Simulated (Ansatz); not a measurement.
The parent structure is HfS2 in the CdI2 type structure (space group P-3m1, No. 164; layered, stacked along the Cartesian z axis).

```xyz
3
Lattice="3.5475 0.0000 0.0000 -1.7737 3.0722 0.0000 0.0000 0.0000 5.5768" Properties=species:S:1:pos:R:3 pbc="T T T"
Hf     0.0000     0.0000     0.0000
S      0.0000     2.0481     1.4606
S      1.7737     1.0241     4.1163
```

Level of theory: plane-wave PAW DFT at the PBEsol-D3(BJ) level (Ansatz, a first-principles code, 420 eV), spin-orbit coupling left out.

One change was made to it. Results:

| quantity | base | after |
|---|---|---|
| c/a ratio | 1.572 | 1.542 |
| band gap | 0.45 eV | zero |
| volume per atom | 20.26 Å³ | 18.84 Å³ |

**Question.** Name the change that was made.
A. pressure 30 GPa
B. pressure 9 GPa
C. pressure 4.2 GPa

**Answer.** C, pressure 4.2 GPa. For comparison, the volume per atom in the other runs: pressure 30 GPa gives 15.00 Å³; pressure 9 GPa gives 17.77 Å³.

A case with no gap was solved on a k-mesh chosen for an insulator, which is coarse for it. With Hf present, leaving out spin-orbit coupling can change the band edges. Load acts through the strain it causes; cell and atoms are relaxed under it. Stability against distortions was not tested. Competing high-pressure phases were not computed. All final runs are without spin polarisation. Gaps under 0.05 eV, about the width of the smearing, are given as zero. The zero or small gap of HfS2 under pressure 4.2 GPa and HfS2 under pressure 9 GPa can change with the level of theory.
